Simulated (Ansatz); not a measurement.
## Bulk modulus B0 of GaP (model structure, Fm-3m, No. 225, 2 atoms in the cell) at several levels of theory

No measured value is used here.

```json
[
 {"level (code)": "LDA (Ansatz)", "value (GPa)": "105", "cell (Å³/atom)": "16.10"},
 {"level (code)": "PBEsol (Ansatz)", "value (GPa)": "99.8", "cell (Å³/atom)": "16.46"},
 {"level (code)": "r²SCAN (Ansatz)", "value (GPa)": "99.0", "cell (Å³/atom)": "16.76"}
]
```

LDA, PBEsol, r²SCAN: the bulk modulus is −V dP/dV from two relaxed cells at ±2 % in volume. Each level is taken at its own relaxed cell. Cutoffs differ between the levels. Ansatz's density-functional and Hartree–Fock values are scalar-relativistic unless marked +SOC, with PAW data made under PBE.

A model structure was made by putting elements into a prototype or built by hand; it is no filed structure, need not be a known phase, and can be a saddle point held by its symmetry.

Ansatz is an electronic-structure program.
